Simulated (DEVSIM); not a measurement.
Device: abrupt InP p-n junction, at 300 K.

| layer (left to right) | material | thickness (μm) | Nd (cm⁻³) | Na (cm⁻³) | τn (s) | τp (s) |
|---|---|---|---|---|---|---|
| 1 | InP | 0.250 | - | 1.7e15 | 3.6e-8 | 3.6e-8 |
| 2 | InP | 39.0 | 1.1e17 | - | 3.6e-8 | 3.6e-8 |

Left contact: ohmic. Right contact: ohmic. Voltage is applied to the left contact. Recombination: SRH at mid-gap, radiative. Mobility is μmin + (μ − μmin)/(1 + (N/Nref)^α).

Constants are typed, rounded textbook-type inputs, not results; the design itself was drawn at random and stands for no fabricated device. Values at 300 K.

```tsv
parameter	InP
gap (eV)	1.344
affinity (eV)	4.38
permittivity	12.5
Nc (cm⁻³)	5.7e17
Nv (cm⁻³)	1.1e19
μn (cm²/Vs)	5200
μp (cm²/Vs)	170
μn,min	400
μp,min	10
Nref,n	3e17
Nref,p	4.9e17
αn	0.47
αp	0.62
B (cm³/s)	1.2e-10
```

Simulated with DEVSIM: 1D drift-diffusion, Boltzmann statistics, complete ionisation; no tunnelling, impact ionisation, image-force lowering or self-heating.

### Question
Tabulate band edges, carrier densities and field at zero bias.

### Answer
Energies count from the Fermi level of the right contact; mesh points crowd at the junctions.

```
x (μm)   Ec (eV)  Ev (eV)  n (cm⁻³)  p (cm⁻³)  field (V/cm)
-------  -------  -------  --------  --------  ------------
0.000      1.117   -0.227     < 1e2    1.7e15        -37000
0.02594    1.021   -0.323     < 1e2    4.2e13        -37000
0.07429    0.839   -0.505      4700    3.5e10        -38000
0.1484     0.547   -0.797     3.7e8    450000        -40000
0.2220     0.244   -1.100    4.5e13     < 1e2        -42000
0.2489     0.130   -1.214    3.7e15     < 1e2        -43000
0.2740     0.061   -1.283    5.3e16     < 1e2        -13000
0.3592     0.043   -1.301    1.1e17     < 1e2           -22
0.5150     0.043   -1.302    1.1e17     < 1e2           ≈ 0
0.8530     0.043   -1.302    1.1e17     < 1e2           ≈ 0
1.532      0.043   -1.302    1.1e17     < 1e2           ≈ 0
3.846      0.043   -1.302    1.1e17     < 1e2           ≈ 0
8.080      0.043   -1.302    1.1e17     < 1e2           ≈ 0
17.27      0.043   -1.302    1.1e17     < 1e2           ≈ 0
30.98      0.043   -1.302    1.1e17     < 1e2           ≈ 0
35.45      0.043   -1.302    1.1e17     < 1e2           ≈ 0
37.51      0.043   -1.302    1.1e17     < 1e2           ≈ 0
38.43      0.043   -1.302    1.1e17     < 1e2           ≈ 0
38.97      0.043   -1.302    1.1e17     < 1e2           ≈ 0
39.13      0.043   -1.302    1.1e17     < 1e2           ≈ 0
39.21      0.043   -1.302    1.1e17     < 1e2           ≈ 0
39.25      0.043   -1.302    1.1e17     < 1e2           ≈ 0
```
